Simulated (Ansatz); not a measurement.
Base system: LuAs in the CsCl type structure (space group Pm-3m, No. 221; a = 3.493 Å; a model cell, its experimental status unchecked).

Calculations: r2SCAN (Ansatz, a quantum-chemistry and plane-wave program), no spin-orbit coupling.

Before the change:

```
Item               Result
---------------  --------
Volume per atom  21.32 Å³
Band gap             zero
```

Perturbation: every As is replaced by Sb; the structure is relaxed again.

Problem. What does the calculation give for the volume per atom and band gap after the change?

Solution. The volume per atom rises by 4.55 Å³, from 21.32 Å³ to 25.87 Å³; the band gap remains zero.

No phonon test of stability was made. For LuSb in this form, whether it has been made was not checked. The final runs are not spin-polarised.
